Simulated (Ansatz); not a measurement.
## Habitual settings against a tight run: Ta₅Sb₄ (P-1, 9 atoms in the cell)

Self-consistent single point.

```yaml
crystal:
  lattice:
    - [3.64457, 0.00000, 0.00000]
    - [1.82027, 7.46842, 0.00000]
    - [1.82040, -0.00178, 7.46972]
  atoms:
    - { symbol: Ta, position: [0.68701, 0.68541, 0.93928] }
    - { symbol: Ta, position: [0.31299, 0.31459, 0.06072] }
    - { symbol: Ta, position: [0.62823, 0.06041, 0.68531] }
    - { symbol: Ta, position: [0.37177, 0.93959, 0.31469] }
    - { symbol: Ta, position: [0.00000, 0.00000, 0.00000] }
    - { symbol: Sb, position: [0.94697, 0.34760, 0.75938] }
    - { symbol: Sb, position: [0.05303, 0.65240, 0.24062] }
    - { symbol: Sb, position: [0.70595, 0.24087, 0.34782] }
    - { symbol: Sb, position: [0.29405, 0.75913, 0.65218] }
```

Method: LDA (PW92), PAW files made with PBE (plane waves; Ansatz, a first-principles code).

Base settings: basis.ecutwfc = 420 eV; kpoints.mp_grid.grid = 5 3 3; hamiltonian.xc = lda; hamiltonian.pseudopotentials = {kind: paw} (the program's default PAW files); scf.occupations.method = cold; scf.occupations.width = 0.05 eV.

Tight run (finer mesh or higher cutoff; not a proven limit): basis.ecutwfc: 420 eV → 590 eV; kpoints.mp_grid.grid: 5 3 3 → 7 5 5; scf.convergence.dr2_threshold: default (1e-07 eV) → 1e-09 eV. It gave Fermi level (on the code's own zero) 14.20 eV; pressure -14.16 GPa; largest force (vector length) 0.698 eV/Å.

Quick runs, as changes from the base:
- A: the base itself
- B: basis.ecutwfc: 420 eV → 335 eV; kpoints.mp_grid.grid: 5 3 3 → 2 2 2; hamiltonian.xc: lda → pbesol [PBEsol]
- C: kpoints.mp_grid.grid: 5 3 3 → 4 4 4; scf.occupations.method: cold → gaussian; scf.occupations.width: 0.05 eV → 0.5 eV
- D: basis.ecutwfc: 420 eV → 210 eV; kpoints.mp_grid.grid: 5 3 3 → 4 4 4
- E: basis.ecutwfc: 420 eV → 250 eV; kpoints.mp_grid.grid: 5 3 3 → 3 3 3; hamiltonian.xc: lda → pbesol; scf.occupations.method: cold → gaussian; scf.occupations.width: 0.05 eV → 0.5 eV [PBEsol]
- F: basis.ecutwfc: 420 eV → 250 eV; kpoints.mp_grid.grid: 5 3 3 → 1 1 1

Energies are extrapolated to zero smearing width, which holds to low order in the width alone.

Dashes: energy of B, E, another energy zero.

† marks runs with another functional, U, potentials or spin treatment: their distance from the tight run is not a convergence error alone.

The count of work is k-points × plane waves × bands × iterations; it is no time. 

Pressures in the table are Ansatz's without its Pulay estimate, at a fixed set of plane waves; the tight run's value above holds the estimate.

The starting cell comes from a database of computed structures (which also holds hypothetical and non-ambient phases and stackings), without a prior relaxation at this level. Its lattice was rescaled by a random factor within 2.5 % of one. Spin polarisation is off. In the base run, with a pressure of about -14 GPa the cell is away from its equilibrium volume at this level. Without a gap this mesh is coarse (it stands for a supercell whose shortest vector is 18 Å).

| run | energy less tight (meV/atom) | pressure less tight (GPa) | largest miss in a force vector (eV/Å) | count of work / tight |
|---|---|---|---|---|
| A | 0.5 | -0.11 | 0.085 | 0.13 |
| B† | – | 2.67 | 0.155 | 0.032 |
| C | 5.5 | 0.19 | 0.051 | 0.21 |
| D | 2021.7 | -80.79 | 0.412 | 0.065 |
| E† | – | -16.14 | 0.185 | 0.038 |
| F | 1019.5 | -19.35 | 1.870 | 0.0026 |

Among the runs at the tight run's level, the energy misses run from 0.5 to 2021.7 meV/atom.

Keys are those of Ansatz 0.2.
